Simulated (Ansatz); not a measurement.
What isotropic strain +1.55 % does to GaP

Start from GaP in the zinc blende structure (space group F-43m, No. 216; a = 5.4390 Å).

Perturbation: an isotropic linear strain of +1.55 %, atoms relaxed at fixed cell.

Method: Ansatz (a quantum-chemistry and plane-wave program) PBEsol, without spin-orbit coupling, earlier PAW set. Γ-centred 11×11×11 mesh, Fermi–Dirac width 0.05 eV.

Space group: F-43m (No. 216) (base F-43m (No. 216))
Shortest interatomic distance: 2.392 Å (base 2.355 Å)
Energy relative to the base (free energy F): +11 meV/atom
Pressure: -3.53 GPa (base 0.00 GPa)
Band gap: 1.42 eV (base 1.45 eV)
Gap character: direct at Γ (base indirect, Γ → Γ–X (87 % along))
Width of the top valence band: 3.29 eV (base 3.51 eV)
Electron mass: 0.091 mₑ (at Γ) (base 1.1 mₑ along k, 0.23 mₑ across (off the special points))
Hole mass (degenerate bands, along [100]): 0.089, 0.39, 0.39 mₑ (at Γ) (base 0.11, 0.37, 0.37 mₑ (at Γ))
Valley order (the lowest conduction-band minima on the path, energy above the VBM, named in the base's zone): Γ 1.42 eV; L along ⟨111⟩ 1.46 eV; a point along ⟨100⟩, about 1.0 Å⁻¹ from Γ 1.53 eV (base a point along ⟨100⟩, about 1.0 Å⁻¹ from Γ 1.45 eV; L along ⟨111⟩ 1.60 eV; Γ 1.80 eV)

Final structure:

```yaml
crystal:
  lattice:
    - [0.00000, 2.76164, 2.76164]
    - [2.76164, 0.00000, 2.76164]
    - [2.76164, 2.76164, 0.00000]
  atoms:
    - { symbol: P, position: [0.75000, 0.75000, 0.75000] }
    - { symbol: Ga, position: [0.00000, 0.00000, 0.00000] }
```

Cost of the whole job for the changed cell (relaxation, final SCF and bands): about 11 core-seconds (a rough figure).

Masses are band curvatures over ±0.01 Å⁻¹ around the edge. Along k means along the line from Γ to the band edge. Whether these cells are dynamically stable was not tested.
